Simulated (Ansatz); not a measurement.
Start from Mg in the hcp (Mg type) structure (space group P6_3/mmc, No. 194; a = 3.1865 Å, c = 5.2236 Å).

Level of theory: PBE (Ansatz, a program for electronic structure, PAW, spin-orbit coupling left out).

Before the change:

The volume per atom comes out as 22.97 Å³.

Modification: a negative pressure, −2 GPa.

Task: Estimate the effect on the volume per atom.

Result: The volume per atom goes up by 1.50 Å³, from 22.97 Å³ to 24.47 Å³.

Load acts through the strain it causes; cell and atoms are relaxed under it. Whether these cells are dynamically stable was not tested.
